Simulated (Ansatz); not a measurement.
Start from CdTe in the zinc blende structure (space group F-43m, No. 216; a = 6.489 Å). Axes: x, y, z lie along the cube axes.

The values are results of Ansatz (a quantum-chemistry and plane-wave program), PBEsol, PAW, cutoff 420 eV, spin-orbit coupling left out, not measurements.

For the base:

```
Item                Result
-------------  -----------
Gap character  direct at Γ
Band gap           0.65 eV
```

Modification: the cell is stretched by 1.50 % along z with no lateral relaxation, atoms relaxed at fixed cell.

### Question
What happens to the gap character, stress, band gap and energy relative to the base?

### Answer
The gap character remains direct at Γ; the stress (xx, yy, zz, yz, xz, xy; compression positive) comes out as (-0.50, -0.50, -0.77, 0.00, 0.00, 0.00) GPa; the band gap shrinks by 0.06 eV, from 0.65 eV to 0.59 eV; the energy increases by 1.2 meV/atom.

With Te present, leaving out spin-orbit coupling can change the band edges. The cells carry an imposed strain or load. Stability against distortions was not tested. Labels are those of the standard path for the cell's own space group.
